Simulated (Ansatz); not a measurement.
Bi2Se3 under a change: pressure 0.3 GPa

Consider Bi2Se3 in the Bi2Te3 type structure (space group R-3m, No. 166; a = 4.1446 Å, c = 29.2658 Å (hexagonal axes)).

The change: cell and atoms relaxed at a pressure of 0.3 GPa.

The values are results of r2SCAN+rVV10, PAW, 500 eV (Ansatz, an electronic-structure program; scalar-relativistic without spin-orbit coupling), not measurements. k-mesh 9×9×9 (Γ-centred); smearing 0.05 eV (Fermi–Dirac).

| quantity | base | changed | shift |
|---|---|---|---|
| volume per atom | 29.02 Å³ | 28.78 Å³ | -0.246 Å³ |
| density | 7.49 g/cm³ | 7.56 g/cm³ | +0.064 g/cm³ |
| lattice parameter a | 4.145 Å | 4.137 Å | -0.0071 Å |
| c/a ratio | 7.061 | 7.038 | -0.023 |
| shortest interatomic distance | 2.853 Å | 2.850 Å | -0.003 Å |
| band gap | 0.60 eV | 0.56 eV | -0.030 eV |
| gap character | direct at Γ | direct at Γ | – |
| width of the top valence band | 1.22 eV | 1.26 eV | +0.04 eV |
| electron mass | 0.45 mₑ along c, 0.11 mₑ across (at Γ) | 0.41 mₑ along c, 0.11 mₑ across (at Γ) | – |
| hole mass | 0.38 mₑ along c, 0.24 mₑ across (at Γ) | 0.35 mₑ along c, 0.22 mₑ across (at Γ) | – |
| valence-band top at Γ (three highest levels, from the VBM) | 0.00, -1.23, -1.23 eV | 0.00, -1.27, -1.27 eV | – |

Final structure:

```yaml
crystal:
  lattice:
    - [2.06873, 1.19438, 9.70608]
    - [-2.06873, 1.19438, 9.70608]
    - [0.00000, -2.38877, 9.70608]
  atoms:
    - { symbol: Bi, position: [0.39965, 0.39965, 0.39965] }
    - { symbol: Bi, position: [0.60035, 0.60035, 0.60035] }
    - { symbol: Se, position: [0.00000, 0.00000, 0.00000] }
    - { symbol: Se, position: [0.21363, 0.21363, 0.21363] }
    - { symbol: Se, position: [0.78637, 0.78637, 0.78637] }
```

With Bi present, leaving out spin-orbit coupling can change the band edges. Load acts through the strain it causes; cell and atoms are relaxed under it. Effective masses come from finite differences of ±0.01 Å⁻¹. Stability against distortions was not tested.
